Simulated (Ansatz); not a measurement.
Take KTaO₃ in the cubic perovskite structure (space group Pm-3m, No. 221) as the base.

```xyz
5
Lattice="3.9853 0.0000 0.0000 0.0000 3.9853 0.0000 0.0000 0.0000 3.9853" Properties=species:S:1:pos:R:3 pbc="T T T"
K      0.0000     0.0000     0.0000
Ta     1.9926     1.9926     1.9926
O      1.9926     0.0000     1.9926
O      0.0000     1.9926     1.9926
O      1.9926     1.9926     0.0000
```

Cartesian axes are those of the cell as printed.

Level of theory: Ansatz (an electronic-structure program), PBEsol, PAW, cutoff 420 eV, scalar-relativistic without spin-orbit coupling.

The change: tensor shear ε_xy = +2.00 % (engineering shear γ = 0.0400), atoms relaxed at fixed cell.

Problem. Predict the stress tensor and what it implies for the stiffness.

Solution. Stress of the strained cell less that of the base (GPa, compression positive):
```
   0.07   -4.00    0.00
  -4.00    0.07    0.00
   0.00    0.00    0.05
```

Then −Δσ/γ with γ = 2ε = 0.0400 gives secant stiffness values (nonlinear terms included at this strain): C66 ≈ 100 GPa.

As a check, the harmonic strain energy −½ V₀ Δσ:ε is 6.3 meV/atom; the computed energy rise is 6.3 meV/atom.

Whether these cells are dynamically stable was not tested.
